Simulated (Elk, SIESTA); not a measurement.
An Elk input for a self-consistent single point of ZrSe (P-6m2, 2 atoms in the cell) (DFT, PBEsol, spin-orbit coupling in second variation, all-electron FP-LAPW, Elk's shipped species files, APW+lo basis with extra local orbitals):

```
tasks
  0

xctype
  22

spinorb
  .true.

tforce
  .true.

rgkmax
  7.5

gmaxvr
  18.0

lmaxapw
  10

lmaxo
  8

nxlo
  2

lorbcnd
  .true.

lradstp
  2

nrmtscf
  2.0

rmtscf
  0.99

lmaxi
  4

nempty
  10

stype
  3

swidth
  0.00499791

scale
  1.889726125

avec
    3.6094310351   -0.0000002581    0.0000000000
   -1.8047152940    3.1258590987    0.0000000000
    0.0000000000    0.0000000000    3.6610660000

atoms
  2   : nspecies
  'Zr.in'   : spfname
  1   : natoms; atposl, bfcmt below
  0.0000000000  0.0000000000  0.0000000000    0.0 0.0 0.0
  'Se.in'   : spfname
  1   : natoms; atposl, bfcmt below
  0.3333333333  0.6666666667  0.5000000000    0.0 0.0 0.0

ngridk
  7 7 6
```

Translate this input to SIESTA.

This is the input that was run; spellings and numerical settings could be chosen otherwise.

```
# files in the folder: Zr.psml Se.psml (PseudoDojo PBEsol fully relativistic)
SystemName  ZrSe
SystemLabel ZrSe

NumberOfAtoms                2
NumberOfSpecies              2
%block ChemicalSpeciesLabel
  1 40 Zr
  2 34 Se
%endblock ChemicalSpeciesLabel
LatticeConstant              1.0 Ang
%block LatticeVectors
     3.609431000    0.000000000    0.000000000
    -1.804715000    3.125859000    0.000000000
     0.000000000    0.000000000    3.661066000
%endblock LatticeVectors
AtomicCoordinatesFormat      Fractional
%block AtomicCoordinatesAndAtomicSpecies
     0.000000000    0.000000000    0.000000000  1
     0.333333000    0.666667000    0.500000000  2
%endblock AtomicCoordinatesAndAtomicSpecies

XC.functional                GGA
XC.authors                   PBEsol
PAO.BasisSize                DZP
PAO.EnergyShift              0.005 Ry
MeshCutoff                   400 Ry
%block kgrid.MonkhorstPack
    7   0   0  0.0
    0   7   0  0.0
    0   0   6  0.0
%endblock kgrid.MonkhorstPack
OccupationFunction           FD
ElectronicTemperature        0.136 eV
Spin                         spin-orbit
%block DM.InitSpin
  1 0.00 0.00 0.00
  2 0.00 0.00 0.00
%endblock DM.InitSpin

MaxSCFIterations             150
SCF.Mixer.Method             Broyden
SCF.Mixer.Weight             0.2
SCF.Mixer.History            8
SCF.DM.Tolerance             1.0E-05
Diag.ParallelOverK           true
WriteForces                  true
Charge.Mulliken              end
```

Basis settings and potentials, where a program has them, do not carry over. This input uses DFT, GGA PBEsol with spin-orbit coupling, numerical atomic orbitals DZP, PseudoDojo PBEsol fully relativistic norm-conserving potentials (rewritten from UPF to PSML). Both were run: size of the net moment 0.00 μB/atom in Elk and 0.00 in SIESTA.

On SIESTA: the starting cell comes from a database of computed structures (which also holds hypothetical and non-ambient phases and stackings), without a prior relaxation at this level. Its lattice was rescaled by a random factor within 2.5 % of one. Values carry the incompleteness of an atom-centred basis. With a pressure of about -4 GPa the cell is away from its equilibrium volume at this level.

On Elk: the starting cell comes from a database of computed structures (which also holds hypothetical and non-ambient phases and stackings), without a prior relaxation at this level. Its lattice was rescaled by a random factor within 2.5 % of one. Values depend on the basis (sphere radii, cutoffs, local orbitals), which need not be converged.
